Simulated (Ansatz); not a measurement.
Worked example: zone-centre phonon calculation of ZrSc (P-6m2, 2 atoms in the cell) in Ansatz (a quantum-chemistry and plane-wave program).

Computed with LDA (PW92), default PAW files made with PBE (plane waves; Ansatz).

```xyz
2
Lattice="3.2993 0.0000 0.0000 -1.6496 2.8572 0.0000 0.0000 0.0000 5.1808" Properties=species:S:1:pos:R:3 pbc="T T T"
Zr     1.6496     0.9524     0.0000
Sc     0.0000     0.0000     2.5904
```

Reference input (self-consistent single point, DFT, LDA (PW92), plane waves, default PAW files made with PBE): basis.ecutwfc = 420 eV; kpoints.mp_grid.grid = 11 11 7; hamiltonian.xc = lda; hamiltonian.pseudopotentials = {kind: paw} (the program's default PAW files); scf.occupations.method = fermi_dirac; scf.occupations.width = 0.1 eV. This run's input differs from it in these lines:

Ansatz 0.2 input:
```diff
@@ -9,3 +9,3 @@
 basis:
-  ecutwfc: 420.0 eV
+  ecutwfc: 250.0 eV
 kpoints:
@@ -17,6 +17,4 @@
   occupations: { method: fermi_dirac, width: 0.1 eV }
-output:
-  forces: true
-  eigenvalues: true
-  stress: true
+phonons:
+  method: dfpt
```

Output (repeated stretches shortened):

```
SCF iter   1: F=—  HF=-6165.854797 eV  |F-HF|=—  |Δ(HF+E_count)|=         —  Δρ=1.03e-2  dr2=1.90e-2  ethr=1.77e-3  ⟨swp⟩=3.3  Hψ=8708  notcnv=0
all-band conjugate gradients solve this SCF's bands
preconditioner: auto → none
SCF iter   2: F=—  HF=-6165.844821 eV  |F-HF|=—  |Δ(HF+E_count)|=   9.98e-3  Δρ=4.50e-3  dr2=3.06e-3  ethr=8.28e-5  ⟨swp⟩=2.1  Hψ=5441  notcnv=0
   [... lines left out ...]
SCF iter   6: F=—  HF=-6165.843772 eV  |F-HF|=—  |Δ(HF+E_count)|=   3.11e-6  Δρ=9.65e-6  dr2=2.46e-8  ethr=1.42e-8  ⟨swp⟩=1.3  Hψ=2385  notcnv=0
SCF iter   7: F=—  HF=-6165.843773 eV  |F-HF|=—  |Δ(HF+E_count)|=   1.12e-6  Δρ=1.40e-6  dr2=1.06e-9  ethr=1.07e-10  ⟨swp⟩=2.3  Hψ=3157  notcnv=0
SCF iter   8: F=—  HF=-6165.843773 eV  |F-HF|=—  |Δ(HF+E_count)|=  1.16e-10  Δρ=1.69e-7  dr2=1.11e-11  ethr=4.62e-12  ⟨swp⟩=2.3  Hψ=3717  notcnv=0
SCF iter   9: F=-6165.843773 eV  HF=-6165.843773 eV  |F-HF|=1.82e-12  |Δ(HF+E_count)|=  9.09e-13  Δρ=1.72e-8  dr2=6.46e-13  ethr=1.00e-12  ⟨swp⟩=4.0  Hψ=7409  notcnv=0
SCF 1 converged in 9 iterations: F = -6165.843773 eV  dr2 = 6.46e-13
DFPT response loops at Γ: preconditioner auto → Kerker (q_TF=auto, 2.407 Å⁻¹) (partly filled bands, converged f_vac=0.000) …
Free energy (F): -6165.843773 eV
Internal energy: -6165.742399 eV  (E = F + TS)
E sigma→0 (E₀):  -6165.793086 eV
Entropy (-TS):   -0.101374 eV (-50.687 meV/atom)
Fermi energy:    10.942061 eV
--- Phonons (Γ-DFPT): 4 representative perturbations + reference, on 144 of 847 k-points (Σ response iterations 12) ---
  k mesh reduced under 4 symmetry operations, with k and −k counted as one. Each operation leaves every solved displacement unchanged or reverses it
  ASR residual: 1.597e-3 → 0.000e0 eV/Å²; symmetrization residual: 1.405e-6 eV/Å²
  ASR residual per site (eV/Å²): 6.39e-4 1.60e-3
  Γ frequencies (cm⁻¹): 0.00 0.00 0.00 108.97 108.97 132.38
  non-analytic LO–TO correction: not included (Born effective charges unavailable; polar crystals: no LO–TO splitting at Γ)
```

The run converged in 9 iterations. 

Summary of the result:
Free energy E − TS (on the zero of these files): -6165.8438 eV
Fermi level (on the code's own zero): 10.94 eV
Zone-centre frequencies (cm⁻¹; negative means imaginary): 0, 0, 0, 109, 109, 132

The starting cell comes from a database of computed structures (which also holds hypothetical and non-ambient phases and stackings), without a prior relaxation at this level. Its lattice was rescaled by up to half a per cent. The cutoff lies below the one recommended for these files.
